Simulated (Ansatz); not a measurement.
Pressure series in SnO2

Take SnO2 in the rutile structure (space group P4_2/mnm, No. 136) as the base.

```cif
data_O4Sn2
_chemical_formula_sum 'Sn2 O4'
_space_group_name_H-M_alt 'P42/mnm'
_space_group_IT_number 136
_space_group_name_Hall '-P 4n 2n'
_cell_length_a 4.82757
_cell_length_b 4.82757
_cell_length_c 3.23813
_cell_angle_alpha 90.000
_cell_angle_beta 90.000
_cell_angle_gamma 90.000
loop_
_atom_site_label
_atom_site_type_symbol
_atom_site_symmetry_multiplicity
_atom_site_Wyckoff_symbol
_atom_site_fract_x
_atom_site_fract_y
_atom_site_fract_z
_atom_site_occupancy
Sn1 Sn 2 a 0.00000 0.00000 0.00000 1
O1 O 4 f 0.30658 0.30658 0.00000 1
```

Cell and atoms are relaxed at each pressure.

Level of theory: PBE, PAW, 420 eV (Ansatz, a first-principles code; no spin-orbit coupling).

Candidates:
(a) pressure 15 GPa
(b) pressure −2 GPa
(c) pressure 2.1 GPa

Before the change:

```
Quantity   Result
--------  -------
Band gap  0.68 eV
```

### Question
Order them by band gap, highest first.

### Answer
(a) pressure 15 GPa (1.44 eV), (c) pressure 2.1 GPa (0.79 eV), (b) pressure −2 GPa (0.57 eV)

Load acts through the strain it causes; cell and atoms are relaxed under it. No phonon test of stability was made. No other phases were tried under pressure.
